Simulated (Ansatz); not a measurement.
Consider MgO in the rock salt structure (space group Fm-3m, No. 225; a = 4.214 Å). Axes: x, y, z lie along the cube axes.

Computed with DFT with PBEsol, PAW potentials and a 420 eV plane-wave cutoff in Ansatz (a quantum-chemistry and plane-wave program), no spin-orbit coupling.

Strains are applied to the cell and any free atomic positions relax; under biaxial strain the out-of-plane vector relaxes too.

One change was made to it. Results:

```json
[
 {"quantity": "energy relative to the base (free energy F)", "base": "0 meV/atom", "after": "+13 meV/atom"},
 {"quantity": "band gap", "base": "4.62 eV", "after": "4.07 eV"},
 {"quantity": "shortest interatomic distance", "base": "2.107 Å", "after": "2.136 Å"}
]
```

**Question.** Name the change that was made.
A. biaxial strain +2.50 %, plane normal [111], relaxed out of plane
B. biaxial strain −2.50 %, plane normal [111], relaxed out of plane
C. biaxial strain −0.42 %, plane normal [111], relaxed out of plane
D. biaxial strain +2.08 %, plane normal [111], relaxed out of plane

**Answer.** A, biaxial strain +2.50 %, plane normal [111], relaxed out of plane. For comparison, the band gap in the other runs: biaxial strain +2.08 %, plane normal [111], relaxed out of plane gives 4.16 eV; biaxial strain −2.50 %, plane normal [111], relaxed out of plane gives 4.92 eV; biaxial strain −0.42 %, plane normal [111], relaxed out of plane gives 4.67 eV.

No phonon test of stability was made.
